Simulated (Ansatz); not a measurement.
**CuAu: response to strain**

Take CuAu (space group P4/mmm, No. 123; a = 2.8129 Å, c = 3.5930 Å; relaxed with 0.1 eV smearing) as the base.

Strains are applied to the cell and any free atomic positions relax.

Method: PBEsol (Ansatz, a quantum-chemistry and plane-wave program, PAW, no SOC).

Candidates:
(a) isotropic strain −2.00 %
(b) isotropic strain +1.00 %
(c) isotropic strain +2.50 %

Notes on the quantities. energy relative to the base: free energy F.

Order them by energy relative to the base, lowest first.

(b) isotropic strain +1.00 % (+6.5 meV/atom), (a) isotropic strain −2.00 % (+30 meV/atom), (c) isotropic strain +2.50 % (+38 meV/atom)

No phonon test of stability was made. The final runs are not spin-polarised.
